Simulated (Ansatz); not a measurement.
Cost and result by functional for the adsorption energy of F on the 1x1 (111) surface of fcc Ag, one in a 2x2 cell, started at the site 'bridge Ag-Ag (span 2.9 Å)', in Ansatz (plane waves, PAW). Single points on the PBE structure, on one kind of machine; costs are rough ratios of the slab run's core time (references not counted) to the cheapest single point. r2SCAN's cost holds its higher cutoff (500 against 420 eV). Differences are taken against r2SCAN for comparison alone: no measured value is at hand, so the table doesn't rank accuracy.

Model: 17-atom slab, 7.1 Å thick at the start under the adsorbate (thin: gaps and levels are the slab's own), 6x6x1 mesh, Fermi-Dirac 0.1 eV, dipole correction, 8 atoms held, the rest relaxed; held to the start's symmetry, so lower structures may exist; no spin, no spin-orbit, no U, no dispersion correction. At the end it is bonded to 3 Ag. In PBE it is, or lies within 0.03 eV of, the lowest of the starts that converged. These notes are the PBE run's. Adsorption energies are against ½ F2(g). A negative adsorption energy means that the adsorbate is more stable on the surface than in its reference.

| functional | relative cost | adsorption energy (eV) | less r2SCAN (eV) |
|---|---|---|---|
| RPBE | 1 | -2.27 | 0.54 |
| r2SCAN | 2 | -2.81 | 0.00 |
| PBE (the relaxed run's value) | – | -2.42 | 0.38 |

The values span 0.54 eV, while the single points' costs differ by a factor of roughly 2. Differences are of unrounded values.

Ansatz is a program for electronic structure.
